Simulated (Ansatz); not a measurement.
**RuAl: stress against strain**

RuAl (CsCl type, Pm-3m, 13.274 Å³/atom at rest) under an equal strain ε in the (111) plane with the normal axis free, as in a coherent film. r2SCAN in Ansatz, a plane-wave DFT program (PAW, default set), 500 eV, 19×19×19 Γ-centred mesh, Fermi-Dirac smearing 0.10 eV; ions are relaxed within the symmetry of each cell. Stress is positive for a compressed cell.

Here s stands for strain and y for stress xx.

```
strain (%)  stress xx (GPa)
----------  ---------------
-1.25                  5.81
-0.83                  3.81
-0.42                  1.91
0.00                   0.00
0.42                  -1.86
0.83                  -3.62
1.25                  -5.38
2.50                      ?
```

Taking a straight line for y over the 7 complete rows: Means: s 0, y 0.096. About the means, the sum of products is -21.738 and the sum of squares of s is 4.8556; the slope is their ratio. Least squares gives y = 0.096 - 4.4769·s. Residuals (row less fit): 0.118, -0.002, -0.066, -0.096, -0.076, 0.000, 0.120; standard error 0.098 (degrees of freedom: 5). The slope gives the biaxial elastic modulus of this plane = 448 ± 4 GPa.

Q: What does the fit predict for y at s = 2.50, and how far is the calculated value from it?

A: y = 0.096 - 4.4769 × 2.50 = -11.096 GPa. The calculation gives -10.29 GPa, 0.806 GPa above the prediction (5.0 % of the range of y in the table). The row lies outside the fitted rows, so this is an extrapolation. From the scatter of the fitted rows alone, a prediction at this place has a standard error of 0.152 GPa, so the miss is 5.3 times that.

One order more, fitted to all 13 runs of the series, follows each within 0.02, so the miss is the next term of a smooth law. In a metal these values are sensitive to mesh and smearing; energies are taken to zero smearing, stresses follow the free energy. Rows are the converged runs of the series near zero and its far end; series whose fitted rows scatter by over a few per cent of the range, as at a crossing or softening among them, aren't shown in this form. Most that stay on the fit to the last digits aren't either.
